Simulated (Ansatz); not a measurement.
Consider SiC in the zinc blende structure (space group F-43m, No. 216; a = 4.3563 Å). Axes: x, y, z lie along the cube axes.

All numbers come from Ansatz (a first-principles code) r2SCAN, scalar-relativistic without spin-orbit coupling.

The change: the cell is scaled by 1.0150 in all directions, atoms relaxed at fixed cell.

**Question.** Predict the stress tensor and what it implies for the stiffness.

**Answer.** Stress of the strained cell less that of the base (GPa, compression positive):
```
  -9.30    0.00    0.00
   0.00   -9.30    0.00
   0.00    0.00   -9.30
```

Then B = −ΔP/(ΔV/V₀) with ΔV/V₀ = 0.0457 gives secant stiffness values (nonlinear terms included at this strain): B ≈ 204 GPa.

As a check, the harmonic strain energy −½ V₀ Δσ:ε is 14 meV/atom; the computed energy rise is 14 meV/atom.

No phonon test of stability was made.
